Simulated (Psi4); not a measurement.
Psi4 1.11, unrestricted PBE/def2-svp: neopentasilane cation ([SiH3][Si]([SiH3])([SiH3])[SiH3]), charge +1, multiplicity 2, 17 atoms. The geometry is a generated start, not checked to be a minimum at this level.

| Property | Value |
|---|---|
| task | energy |
| method | pbe |
| basis | def2-svp |
| memory | 3 GB |
| maxiter | 100 |
| keys of the molecule block | symmetry c1 |
| scf_type | df (default) |
| guess | auto, which took SAD (default) |
| scf_initial_accelerator | adiis (default) |
| e_convergence | 1e-06 (default) |
| d_convergence | 1e-06 (default) |
| dft_radial_points | 75 (default) |
| dft_spherical_points | 302 (default) |
| basis functions | 150 |
| grid points | 362576 |

```xyz
17

Si    -0.3866    -0.8805    -2.1353
Si    -0.0032    -0.0007     0.0025
Si    -0.0270     2.3409    -0.0886
Si    -1.6774    -0.7265     1.4671
Si     2.0901    -0.7366     0.7571
H     -1.6772    -0.4674    -2.6908
H     -0.3825    -2.3448    -2.1472
H      0.6263    -0.4557    -3.1041
H      0.2231     2.9507     1.2196
H     -1.3130     2.8664    -0.5506
H      0.9888     2.8800    -0.9951
H     -3.0103    -0.2822     1.0527
H     -1.7451    -2.1849     1.5724
H     -1.4809    -0.2242     2.8290
H      2.1769    -2.1962     0.8403
H      3.1807    -0.3081    -0.1212
H      2.4172    -0.2302     2.0922
```

Charge 1 and multiplicity 2 are set for this test and not shown to be the ground state.

One run each on 2 threads. Values of diis_max_vecs tried: 3, 6, 10 (default), 20.

Which value of diis_max_vecs needs the fewest SCF iterations, and what happens away from it?

Fewest SCF iterations, within one of each other: 10 (default) with 16, 20 with 16. The count rises to 19 at 6. The run ends without SCF convergence in 100 iterations at 3.

```json
[
 {"diis_max_vecs": "3", "SCF iterations": "100", "end": "no convergence"},
 {"diis_max_vecs": "6", "SCF iterations": "19", "end": "same solution"},
 {"diis_max_vecs": "10 (default)", "SCF iterations": "16", "end": "same solution"},
 {"diis_max_vecs": "20", "SCF iterations": "16", "end": "same solution"}
]
```
